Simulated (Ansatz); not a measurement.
## Band gap of SrTaNO2 (Pm, No. 6, 15 atoms in the cell; start mp-754505) at several levels of theory

No measured value is used here.

```csv
level (code),value (eV)
LDA (Ansatz),0.92
PBEsol+SOC (Ansatz),0.92 (indirect)
dielectric-dependent PBEsol hybrid (Ansatz),1.93
HSE06 (Ansatz),2.03
PBE0 (Ansatz),…
```

Question: Complete the blanks.

Answer: 
- PBE0 (Ansatz, a first-principles code), value (eV): 2.74

Computed values are for a static lattice. Spin–orbit coupling is included only where a level's name says +SOC; with heavier elements it mostly lowers gaps and can invert bands.  PBEsol+SOC: the gap is read on the k mesh or supercell of the run alone and can be too large. Values are at the PBEsol cell. Cutoffs and k meshes differ between the levels. Ansatz's density-functional and Hartree–Fock values are scalar-relativistic unless marked +SOC, with PAW data made under PBE.

A start named mp-… is a Materials Project structure, which need not be a measured phase.
